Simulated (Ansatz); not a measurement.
The starting structures come from a database of crystals and need not be the phases stable at ambient conditions.

Tunnelling through a barrier is set by its complex band structure: the current falls as exp(−2κd) with the smallest κ.

```
CELL_PARAMETERS angstrom
      6.37705     0.00000     0.00000
      2.12568    10.40980     0.00000
      3.18852     0.00000     1.84090
ATOMIC_POSITIONS crystal
  Hf 0.20736 0.37791 0.00000
  Hf 0.79264 0.62209 0.00000
  I  0.61101 0.16698 0.00000
  I  0.38899 0.83302 0.00000
  N  0.86130 0.41611 0.00000
  N  0.13870 0.58389 0.00000
```

Space group of this cell: R-3m. The cell was relaxed by PBE-D3(BJ); by r2SCAN its mean pressure is 1.3 GPa.

Transport runs along the normal of the first two printed cell vectors, the (110) plane of the conventional cell.

The gap is the functional's own. No spin-orbit coupling. Mid-gap values are interpolated on the energy grid.

Problem. Estimate the band gap and the smallest decay constant κ at mid-gap that r2SCAN in Ansatz (an electronic-structure program) returns for this system.

Solution. Gap 1.24 eV on a 16×16×16 mesh; κ = 0.178 1/Å, at the zone centre.
